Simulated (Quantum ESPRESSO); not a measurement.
Quantum ESPRESSO run on VPt (P1, 2 atoms in the cell): self-consistent single point.

Level of theory: LDA (PZ), GBRV 1.5 ultrasoft (LDA) pseudopotentials (plane waves; Quantum ESPRESSO).

The change in words: lattice scaled by 0.98. Reference geometry:
```yaml
crystal:
  lattice:
    - [2.68627, 0.00000, 0.00000]
    - [0.00000, 2.68627, 0.00000]
    - [0.00000, 0.00000, 3.89258]
  atoms:
    - { symbol: V, position: [0.47178, 0.46256, 0.50836] }
    - { symbol: Pt, position: [0.02822, 0.03744, 0.99164] }
```

Reference input (self-consistent single point, DFT, LDA (PZ), plane waves, GBRV 1.5 ultrasoft (LDA) pseudopotentials): ecutwfc = 50 Ry; ecutrho = 400 Ry; occupations = smearing; smearing = gaussian; degauss = 0.0099958 Ry; potentials = {V: v_lda_v1.4.uspp.F.UPF, Pt: pt_lda_v1.4.uspp.F.UPF}; K_POINTS = automatic 8 8 6 0 0 0; conv_thr = 1e-10 Ry. This run's input differs from it in these lines:

```diff
@@ -30,5 +30,5 @@
 CELL_PARAMETERS angstrom
-   2.686270000     0.000000000     0.000000000
-   0.000000000     2.686270000     0.000000000
-   0.000000000     0.000000000     3.892580000
+   2.632545000     0.000000000     0.000000000
+   0.000000000     2.632545000     0.000000000
+   0.000000000     0.000000000     3.814728000
```

Log, with long lists cut:

```
     Self-consistent Calculation

     iteration #  1     ecut=    50.00 Ry     beta= 0.70

     negative rho (up, down):  1.599E-01 0.000E+00

     total energy              =    -353.96446530 Ry
     estimated scf accuracy    <       2.98191810 Ry

     iteration #  2     ecut=    50.00 Ry     beta= 0.70

     negative rho (up, down):  1.671E-01 0.000E+00

     total energy              =    -354.83323735 Ry
     estimated scf accuracy    <      13.15471576 Ry

     iteration #  3     ecut=    50.00 Ry     beta= 0.70

     negative rho (up, down):  1.698E-01 0.000E+00

     total energy              =    -355.87459882 Ry
     estimated scf accuracy    <       0.53051732 Ry

   [... 7 blocks of this kind left out ...]

     iteration # 11     ecut=    50.00 Ry     beta= 0.70

     negative rho (up, down):  1.696E-01 0.000E+00

     total energy              =    -355.96107423 Ry
     estimated scf accuracy    <          7.8E-09 Ry

     iteration # 12     ecut=    50.00 Ry     beta= 0.70

     negative rho (up, down):  1.696E-01 0.000E+00
     End of self-consistent calculation

     Number of k-points >= 100: set verbosity='high' to print the bands.

     the Fermi energy is    21.9785 ev

!    total energy              =    -355.96107423 Ry
     estimated scf accuracy    <          2.5E-12 Ry
     smearing contrib. (-TS)   =      -0.00039153 Ry
     internal energy E=F+TS    =    -355.96068270 Ry

     convergence has been achieved in  12 iterations

     negative rho (up, down):  1.696E-01 0.000E+00

     Forces acting on atoms (cartesian axes, Ry/au):

     atom    1 type  1   force =     0.03291045    0.04450910   -0.02944414
     atom    2 type  2   force =    -0.03291045   -0.04450910    0.02944414

     Total force =     0.088669     Total SCF correction =     0.000003

     negative rho (up, down):  1.696E-01 0.000E+00
          total   stress  (Ry/bohr**3)                   (kbar)     P=       97.14
   0.00055010   0.00012908  -0.00017197           80.92       18.99      -25.30
   0.00012908   0.00056067  -0.00021932           18.99       82.48      -32.26
  -0.00017197  -0.00021932   0.00087023          -25.30      -32.26      128.01

   JOB DONE.
```

The run converged in 12 iterations. Against the reference run the free energy goes up by 3.7 meV/atom, the pressure goes from -7.52 to 9.71 GPa and the largest force goes from 1.237 to 1.612 eV/Å.

The starting cell comes from a database of computed structures (which also holds hypothetical and non-ambient phases and stackings), without a prior relaxation at this level. Its atoms were displaced at random from the sites of space group no. 123. For this run, on top of that: lattice scaled by 0.98. Spin polarisation is off. With a pressure of about 10 GPa the cell is away from its equilibrium volume at this level. Forces in this geometry exceed 1 eV/Å.

Cost on one core of a shared machine: roughly 80 s.
